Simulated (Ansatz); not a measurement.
## CaO: response to strain

Take CaO in the NiAs type structure (space group P6_3/mmc, No. 194; a = 3.301 Å, c = 5.788 Å; a model cell, its experimental status unchecked) as the base. Axes: x lies along a and z along c of the hexagonal cell.

Strains are applied to the cell and any free atomic positions relax; under biaxial strain the out-of-plane vector relaxes too.

Calculations: PBEsol (Ansatz, an electronic-structure program, PAW, spin-orbit coupling left out).

| variant | band gap | shortest interatomic distance | electron mass |
|---|---|---|---|
| base | 3.77 eV | 2.393 Å | 0.37 mₑ along c, 1.1 mₑ across (at Γ) |
| biaxial strain −4.07 %, plane normal [001], relaxed out of plane | 3.56 eV | 2.341 Å | 0.37 mₑ out of plane, 1.00 mₑ in plane (at Γ) |
| biaxial strain −3.79 %, plane normal [001], relaxed out of plane | 3.58 eV | 2.344 Å | 0.37 mₑ out of plane, 1.0 mₑ in plane (at Γ) |
| biaxial strain −0.77 %, plane normal [001], relaxed out of plane | 3.74 eV | 2.382 Å | 0.37 mₑ out of plane, 1.1 mₑ in plane (at Γ) |
| biaxial strain −0.55 %, plane normal [001], relaxed out of plane | 3.75 eV | 2.385 Å | 0.37 mₑ out of plane, 1.1 mₑ in plane (at Γ) |
| isotropic strain −0.79 % | 3.80 eV | 2.374 Å | 0.37 mₑ along c, 1.2 mₑ across (at Γ) |
| isotropic strain +0.63 % | 3.75 eV | 2.408 Å | 0.37 mₑ along c, 1.0 mₑ across (at Γ) |
| uniaxial strain ε_xx = +1.03 % | 3.77 eV | 2.395 Å | 0.37 mₑ along z, 1.1 mₑ across (at Γ) |
| uniaxial strain ε_zz = −2.20 % | 3.88 eV | 2.374 Å | – |
| uniaxial strain ε_zz = −0.62 % | 3.81 eV | 2.387 Å | 0.37 mₑ along z, 1.2 mₑ across (at Γ) |

Effective masses come from finite differences of ±0.01 Å⁻¹. Whether these cells are dynamically stable was not tested. This is not the structure that CaO has at room temperature and ambient pressure.
